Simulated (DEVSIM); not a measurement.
Device: Si p-i-n diode, at 350 K.

```
layer (left to right)  material  thickness (μm)  Nd (cm⁻³)  Na (cm⁻³)  τn (s)  τp (s)
---------------------  --------  --------------  ---------  ---------  ------  ------
1                            Si           0.720          -     2.4e17  4.2e-5  4.2e-5
2                            Si            4.10       5e13          -  4.2e-5  4.2e-5
3                            Si            1.10     9.5e17          -  4.2e-5  4.2e-5
```

Left contact: ohmic. Right contact: ohmic. Voltage is applied to the left contact. Recombination: SRH at mid-gap, Auger. Mobility is constant in doping.

This is a model device: material constants are rounded textbook-type values typed into the input, and sizes, dopings and lifetimes were drawn at random. Values at 300 K; Nc and Nv go as T^1.5, mobilities as T to minus their exponent, the gap by Varshni's rule with the affinity fixed.

| parameter | Si |
|---|---|
| gap (eV) | 1.124 |
| affinity (eV) | 4.05 |
| permittivity | 11.7 |
| Nc (cm⁻³) | 2.86e19 |
| Nv (cm⁻³) | 3.1e19 |
| μn (cm²/Vs) | 1417 |
| μp (cm²/Vs) | 470 |
| T exponent of μn | 2.3 |
| T exponent of μp | 2.2 |
| Cn (cm⁶/s) | 2.8e-31 |
| Cp (cm⁶/s) | 9.9e-32 |
| Varshni α (eV/K) | 0.000473 |
| Varshni β (K) | 636 |

Model (solved in DEVSIM): 1D drift-diffusion, Boltzmann statistics, complete ionisation; no tunnelling, impact ionisation, image-force lowering or self-heating.

Question: Give the dark reverse current.

Answer: 
| V (V) | J (A/cm²) |
|---|---|
| -0.40 | -1.7e-7 |
| -1.00 | -2.3e-7 |
| -2.00 | -2.7e-7 |
| -3.00 | -2.9e-7 |
| -4.00 | -3.0e-7 |
| -6.00 | -3.1e-7 |
| -8.00 | -3.1e-7 |
| -10.00 | -3.2e-7 |
| -13.00 | -3.2e-7 |
| -16.00 | -3.3e-7 |
| -20.00 | -3.3e-7 |
